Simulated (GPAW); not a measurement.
Band structure of a (001) slab of Ta2N (cut from a parent of space group no. 164; 9 atoms in the cell).

```
CELL_PARAMETERS angstrom
      3.10788     0.00000     0.00000
     -1.55394     2.69150     0.00000
      0.00000     0.00000    22.22050
ATOMIC_POSITIONS crystal
  Ta 0.66667 0.33333 0.22502
  Ta 0.33333 0.66667 0.33666
  Ta 0.66667 0.33333 0.44417
  Ta 0.33333 0.66667 0.55582
  Ta 0.66667 0.33333 0.66334
  Ta 0.33333 0.66667 0.77498
  N  0.00000 0.00000 0.28084
  N  0.00000 0.00000 0.50000
  N  0.00000 0.00000 0.71916
```

Method of the run: PBE, GPAW PAW datasets PBE (gpaw-data 1.0.1) (plane waves; GPAW).

Settings: mode = pw; ecut = 950 eV; xc = PBE; kpts = 8 8 1; mesh shift (steps) = 0 0 0; occupations.name = methfessel-paxton; occupations.width = 0.1 eV; occupations.order = 0; nbands = -13; convergence.density = 1e-05 e/electron; symmetry.symmorphic = false; symmetry.tolerance = 0.0005; maxiter = 120; bandpath_npoints = 40.

The starting cell comes from a database of computed structures (which also holds hypothetical and non-ambient phases and stackings), without a prior relaxation at this level. The slab is cut from that crystal, and its faces are unrelaxed. Its lattice was rescaled in the plane by a random factor within 2.5 % of one. Spin-orbit coupling is off. Spin polarisation is off; with an odd number of electrons in the cell that forces a metal, and a magnetic state may lie lower.

Levels in eV from the Fermi level, bands 43 to 50:
| point | 43 | 44 | 45 | 46 | 47 | 48 | 49 | 50 |
|---|---|---|---|---|---|---|---|---|
| Γ | -0.99 | -0.99 | -0.80 | -0.59 | -0.59 | -0.27 | -0.27 | 0.45 |
| M | -1.59 | -0.21 | -0.18 | 0.06 | 0.76 | 0.93 | 1.31 | 1.50 |
| K | -1.10 | -1.09 | -0.66 | -0.56 | 0.83 | 0.83 | 1.13 | 1.13 |

Bands cross the Fermi level along this path, so the cell is metallic at this level.
